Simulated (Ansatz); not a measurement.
Si: pressure series

The parent structure is Si in the diamond structure (space group Fd-3m, No. 227; a = 5.4699 Å).

Cell and atoms are relaxed at each pressure.

Levels (all Ansatz, an electronic-structure program, PAW, earlier PAW set): PBE (420 eV, no SOC); r2SCAN (500 eV, no spin-orbit coupling).

The base cell above is that of PBE; each level relaxes its own structures.

| case | lattice parameter a, PBE | lattice parameter a, r2SCAN |
|---|---|---|
| pressure −2 GPa | 5.513 Å | 5.483 Å |
| pressure −1 GPa | 5.491 Å | 5.463 Å |
| pressure 3 GPa | 5.413 Å | 5.391 Å |
| pressure 7 GPa | 5.347 Å | 5.331 Å |
| pressure 15 GPa | 5.240 Å | 5.230 Å |
| pressure 30 GPa | 5.091 Å | 5.087 Å |
| pressure 50 GPa | 4.945 Å | 4.946 Å |
| pressure 75 GPa | 4.808 Å | 4.813 Å |
| pressure 100 GPa | 4.701 Å | 4.707 Å |

The two levels differ by at most about 0.030 Å. They put the cases in the same order.

The mesh was chosen for an insulator and is coarse for the gapless case. Load acts through the strain it causes; cell and atoms are relaxed under it. Whether these cells are dynamically stable was not tested. Measured, Si leaves this structure (for the β-tin structure) near 12 GPa (room temperature; as listed in arXiv:1906.07825).
